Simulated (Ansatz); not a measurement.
Take Ta in the bcc (W type) structure (space group Im-3m, No. 229; a = 3.282 Å; relaxed with 0.1 eV smearing) as the base. Axes: x, y, z lie along the cube axes.

The values are results of PBEsol (Ansatz, a program for electronic structure), spin-orbit coupling left out, not measurements.

For the base:

```
Property                         Value
-----------------------------  -------
Shortest interatomic distance  2.843 Å
```

Now apply this change: a pure shear with ε_xy = ε_yx = 0.0057, atoms relaxed at fixed cell.

Predict the new stress, shortest interatomic distance and energy relative to the base.

The stress (xx, yy, zz, yz, xz, xy; compression positive) comes out as (0.0, 0.0, 0.0, 0.0, 0.0, -0.8) GPa; the shortest interatomic distance shrinks by 0.011 Å to 2.832 Å; the energy rises by 0.5 meV/atom.

The cells carry an imposed strain or load. Stability against distortions was not tested. All final runs are without spin polarisation.
